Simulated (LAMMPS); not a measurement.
Fault surfaces of Co (hcp) on several planes, rigid shifts with relaxation along the normal.

Computed with classical force field (static), pair style meam, file MoCoNiVFeAlCr_2nn.meam, run in LAMMPS.

| plane | largest on the first line | largest on the surface | first line along |
|---|---|---|---|
| basal | 872 mJ/m² | 1300 mJ/m² | [100] |
| prismatic, narrow spacing | 1420 mJ/m² | - | [100] |
| prismatic, wide spacing | 630 mJ/m² | 1730 mJ/m² | [100] |

Caution (row prismatic, narrow spacing): where the halves part fully, the energy levels off at that of two free surfaces and is no fault energy.
